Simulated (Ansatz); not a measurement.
Levels about the gap of amorphous Si₂₄O₄₉Ca (74 atoms in a cell of 1059 Å³, 2.35 g/cm³; zone centre alone, so wide bands show as single levels with stretches between that a denser mesh fills), at the geometry that PBE relaxed, where it gives 0.0 GPa on a denser mesh. The participation number counts the atoms over which a state spreads; weights are charges in smoothed Voronoi cells. The levels come from a single point, so bond lengths are those of that geometry. Method of the levels: PBE, scalar-relativistic without spin-orbit coupling (Ansatz, an electronic-structure program). Sampling: the zone centre alone; Fermi-Dirac width 0.02 eV; no spin polarisation. At PBE the levels at the filled edge of the gap are localised (band-tail or defect states), and the nearest spread-out levels lie 5.5 eV apart at the zone centre.

A CHGNet melt-quench gave the starting glass, which DFT then relaxed. O atoms were pushed apart under 1.9 Å during the dynamics, to hinder bonds among them. The hot cell started wider than the set density and was brought back towards it in steps. It is the lowest in DFT energy of 2 quenches. It is a model cell: composition and starting density were chosen by hand, and all elements were melted together. No dispersion term was used. Its density started from a set value of 2.23 and ended at 2.35 g/cm³. The quench (nominally 400 K/ps over its main leg) was far faster than any real one, so the model tends to hold more defects than a real film. One small periodic cell is one sample of the glass; other quenches scatter about these values. Volume and shape were free in the relaxation.

| E - E(highest filled), eV | filling | participation number | largest on | weight O | weight Si | weight Ca |
|---|---|---|---|---|---|---|
| -1.16 | filled | 8.9 | O, 2 neighbours | 0.95 | 0.05 | 0.00 |
| -1.07 | filled | 4.4 | O, 2 neighbours | 0.91 | 0.06 | 0.03 |
| -0.60 | filled | 3.3 | O, 2 neighbours | 0.93 | 0.05 | 0.02 |
| -0.57 | filled | 3.1 | O, 2 neighbours | 0.93 | 0.05 | 0.02 |
| -0.43 | filled | 2.2 | O, 2 neighbours | 0.93 | 0.04 | 0.02 |
| -0.14 | filled | 2.0 | O, 2 neighbours | 0.92 | 0.05 | 0.03 |
| 0.00 | filled | 1.9 | O, 2 neighbours | 0.94 | 0.05 | 0.02 |
| 4.23 | empty | 68.5 | O, 2 neighbours | 0.70 | 0.28 | 0.01 |
| 5.85 | empty | 42.5 | O, 3 neighbours | 0.67 | 0.32 | 0.01 |
| 5.95 | empty | 23.9 | Si, 4 neighbours | 0.60 | 0.39 | 0.02 |
| 6.00 | empty | 42.2 | Si, 4 neighbours | 0.64 | 0.34 | 0.02 |
| 6.18 | empty | 38.3 | Si, 4 neighbours | 0.64 | 0.34 | 0.02 |
| 6.31 | empty | 36.4 | O, 2 neighbours | 0.69 | 0.30 | 0.01 |
| 6.57 | empty | 48.6 | O, 2 neighbours | 0.76 | 0.23 | 0.02 |

Most localised among these is the filled level at +0.00 eV, on a O atom, which has 2 neighbours (Si 1.57 Å, Ca 2.13 Å).
